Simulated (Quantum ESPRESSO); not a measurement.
A self-consistent single point of Zr₂Au (I4mm, 3 atoms in the cell) with Quantum ESPRESSO.

Level of theory: PBEsol, GBRV 1.5 ultrasoft (PBESOL) pseudopotentials (plane waves; Quantum ESPRESSO 7.5).

```
CELL_PARAMETERS angstrom
     -1.65513     1.65513     5.84295
      1.65513    -1.65513     5.84295
      1.65513     1.65513    -5.84295
ATOMIC_POSITIONS crystal
  Zr 0.66398 0.66398 0.00000
  Zr 0.34030 0.34030 0.00000
  Au 0.00000 0.00000 0.00000
```

Reference input (self-consistent single point, DFT, PBEsol, plane waves, GBRV 1.5 ultrasoft (PBESOL) pseudopotentials): ecutwfc = 40 Ry; ecutrho = 320 Ry; occupations = smearing; smearing = fermi-dirac; degauss = 0.0073499 Ry; potentials = {Zr: zr_pbesol_v1.uspp.F.UPF, Au: au_pbesol_v1.uspp.F.UPF}; K_POINTS = automatic 6 6 6 0 0 0; conv_thr = 1e-09 Ry. This run's input differs from it in these lines:

```diff
@@ -34,3 +34,3 @@
 K_POINTS automatic
-6 6 6  0 0 0
+13 13 13  1 1 1
```

Log, with long lists cut:

```
     Self-consistent Calculation

     iteration #  1     ecut=    40.00 Ry     beta= 0.70

     negative rho (up, down):  1.224E-01 0.000E+00

     total energy              =    -312.19194865 Ry
     estimated scf accuracy    <       1.28331248 Ry

     iteration #  2     ecut=    40.00 Ry     beta= 0.70

     negative rho (up, down):  1.229E-01 0.000E+00

     total energy              =    -312.06264374 Ry
     estimated scf accuracy    <       8.09753998 Ry

     iteration #  3     ecut=    40.00 Ry     beta= 0.70

     negative rho (up, down):  1.236E-01 0.000E+00

     total energy              =    -313.08120933 Ry
     estimated scf accuracy    <       0.20644721 Ry

   [... 7 blocks of this kind left out ...]

     iteration # 11     ecut=    40.00 Ry     beta= 0.70

     negative rho (up, down):  1.247E-01 0.000E+00

     total energy              =    -313.10614133 Ry
     estimated scf accuracy    <       0.00000010 Ry

     iteration # 12     ecut=    40.00 Ry     beta= 0.70

     negative rho (up, down):  1.247E-01 0.000E+00
     End of self-consistent calculation

     Number of k-points >= 100: set verbosity='high' to print the bands.

     the Fermi energy is    14.4423 ev

!    total energy              =    -313.10614135 Ry
     estimated scf accuracy    <          4.0E-10 Ry
     smearing contrib. (-TS)   =      -0.00414511 Ry
     internal energy E=F+TS    =    -313.10199624 Ry

     convergence has been achieved in  12 iterations

     negative rho (up, down):  1.247E-01 0.000E+00

     Forces acting on atoms (cartesian axes, Ry/au):

     atom    1 type  1   force =    -0.00000000   -0.00000000   -0.01570641
     atom    2 type  1   force =     0.00000000    0.00000000    0.01378734
     atom    3 type  2   force =     0.00000000    0.00000000    0.00191907

     Total force =     0.020987     Total SCF correction =     0.000035

     negative rho (up, down):  1.247E-01 0.000E+00
          total   stress  (Ry/bohr**3)                   (kbar)     P=      -50.13
  -0.00034524   0.00000000   0.00000000          -50.79        0.00        0.00
  -0.00000000  -0.00034524   0.00000000           -0.00      -50.79        0.00
   0.00000000   0.00000000  -0.00033176            0.00        0.00      -48.80

   JOB DONE.
```

The run converged in 12 iterations. Against the reference run the free energy rises by 1.5 meV/atom, the pressure stays at -5.01 GPa and the largest force goes from 0.374 to 0.404 eV/Å. The full log also holds: “c_bands:  1 eigenvalues not converged”.

The starting cell comes from a database of computed structures (which also holds hypothetical and non-ambient phases and stackings), without a prior relaxation at this level. Its lattice was rescaled by up to half a per cent. One atom was moved a little off its site on purpose. Spin-orbit coupling is off.

Cost on one core of a shared machine: roughly 5 min.
